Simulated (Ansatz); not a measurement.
The reference is a 9-atom supercell of TiS2 in the CdI2 type structure (space group P-3m1, No. 164; layered, stacked along the Cartesian z axis) at its relaxed geometry.

```
CELL_PARAMETERS angstrom
      5.04075    -2.91028     0.00000
      0.00000     5.82055     0.00000
     -1.68025    -2.91028     5.52286
ATOMIC_POSITIONS crystal
  Ti 0.00000 0.00000 0.00000
  Ti 0.66667 0.33333 0.00000
  Ti 0.33333 0.66667 0.00000
  S  0.08619 0.50570 0.25856
  S  0.75285 0.83904 0.25856
  S  0.41952 0.17237 0.25856
  S  0.58048 0.82763 0.74144
  S  0.24715 0.16096 0.74144
  S  0.91381 0.49430 0.74144
```

Level of theory: Kohn–Sham DFT with the PBE-D3(BJ) functional, run in Ansatz (a quantum-chemistry and plane-wave program) with PAW and 420 eV plane waves, no SOC, earlier PAW set.

For the base:

| Property | Result |
|---|---|
| Pressure | 0.0 GPa |

Now apply this change: one Ti atom is replaced by S, atoms relaxed at fixed cell, starting from a slightly rattled geometry.

Tabulated Pauling electronegativity and covalent radius: Ti 1.54, 1.60 Å; S 2.58, 1.05 Å.

Question: Predict the new pressure, shift of the substituted atom off its lattice site and largest displacement of a host atom from its site in the perfect cell.

Answer: The pressure goes from zero to 2.0 GPa; the shift of the substituted atom off its lattice site comes out as 0.41 Å; the largest displacement of a host atom from its site in the perfect cell comes out as 0.18 Å.

In so small a cell the defect repeats every few ångströms: this is an ordered compound, not a dilute defect. The final runs are not spin-polarised. The defect cell is not spin-polarised.
